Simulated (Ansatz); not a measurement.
Given:

```
TiAl
1.0
    2.83152    -0.05344    -0.03052
   -0.05344     2.77189    -0.00352
   -0.04407    -0.00508     3.98679
Al Ti
1 1
Cartesian
  1.36700   1.35669   1.97638
  0.00000   0.00000   0.00000
```

No spin polarisation.

All numbers come from r2SCAN (Ansatz, a first-principles code, PAW, no spin-orbit coupling), earlier PAW set. k-mesh 20×20×14 (Γ-centred); smearing 0.1 eV (Fermi–Dirac).

Problem. What is the computed stress (xx, yy, zz, yz, xz, xy; compression positive)?

Solution. (1.3, 4.7, 4.6, 0.6, 3.0, 2.0) GPa.

Problem. What space group does the calculation give?

Solution. P-1 (No. 2).

The cells carry an imposed strain or load. Whether these cells are dynamically stable was not tested. All final runs are without spin polarisation. The cell was made from TiAl (space group P4/mmm, No. 123) by this change: strain tensor (xx, yy, zz, yz, xz, xy) = (+0.67, −1.45, −1.85, −0.13, −1.09, −1.90) %.
